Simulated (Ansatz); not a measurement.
**Effect of Y → La on Y**

The reference is Y in the hcp (Mg type) structure (space group P6_3/mmc, No. 194; a = 3.656 Å, c = 5.679 Å).

Now apply this change: every Y is replaced by La; the structure is relaxed again.

All numbers come from PBE/PAW in Ansatz (a quantum-chemistry and plane-wave program), no SOC, earlier PAW set. Γ-centred 14×14×8 mesh, Fermi–Dirac width 0.05 eV, for the changed cell.

The density grows by 1.64 g/cm³, from 4.49 g/cm³ to 6.13 g/cm³ and the lattice parameter a increases by 0.113 Å (3.656 Å → 3.769 Å). The c/a ratio rises by 0.070 (1.553 → 1.623) and the space group stays P6_3/mmc (No. 194). The shortest interatomic distance increases by 0.216 Å (3.538 Å → 3.754 Å) and the band gap remains zero.

Final structure:

```
La
1.0
    3.76874     0.00000     0.00000
   -1.88437     3.26382     0.00000
    0.00000     0.00000     6.11826
La
2
Direct
  0.33333   0.66667   0.75000
  0.66667   0.33333   0.25000
```

Cost of the whole job for the changed cell (relaxation, final SCF and bands): about 70 core-seconds (a rough figure).

No phonon test of stability was made. The final runs are not spin-polarised.
